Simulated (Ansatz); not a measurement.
Results of BLYP (Ansatz, a first-principles code, plane waves, PAW) for cubic perovskite CsHgBr₃ (idealised or unconfirmed structure).

Settings: plane-wave cutoff 520 eV, 10×10×10 k mesh, Fermi–Dirac smearing 0.05 eV, scalar-relativistic PAW data made under PBE.

Equation-of-state points:

```csv
V (Å³/atom),E − E_lowest (meV/atom),P (GPa)
37.225,9.18,1.325
38.017,3.89,0.825
38.809,0.92,0.385
39.601,0.00,-0.002
40.393,0.87,-0.342
41.185,3.31,-0.640
41.977,7.14,-0.900
```

Task: What bulk modulus B0 and pressure derivative B′ does a third-order Birch–Murnaghan fit give?

Result: V0 = 39.596 Å³/atom, B0 = 18.1 GPa, B′ = 5.5 (fit to the energies at full precision).

Note: the relaxation could not lower the start's symmetry, so the cell can be a saddle point above a distorted one.

Spin–orbit coupling is not included; it can open a gap where bands touch, and shift volumes and moduli.

It cost very roughly 6 core-minutes of CPU time.
